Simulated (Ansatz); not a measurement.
Gap of a (14,0) SiC nanotube at several levels, all on one geometry.

Levels: PBE (plane waves to 420 eV, PAW; Ansatz, a quantum-chemistry and plane-wave program); r2SCAN (plane waves to 500 eV, PAW; Ansatz); HSE06 (Ansatz). Unmarked values and the geometry are of the first. Mesh 1×1×6. No spin polarisation. Periodic along z alone, with about 11 Å of vacuum beside it. A hypothetical model, rolled from the flat sheet. It keeps the symmetry and period of its start, so it need not be a minimum against all distortions. HSE06 ran on a 1×1×4 mesh and at PBE's edge points.

| level | gap (eV) |
|---|---|
| PBE | 2.06 |
| r2SCAN | [?] |
| HSE06 | 2.86 |

Task: Complete the blanks.

Result: 
- r2SCAN, gap (eV): 2.34
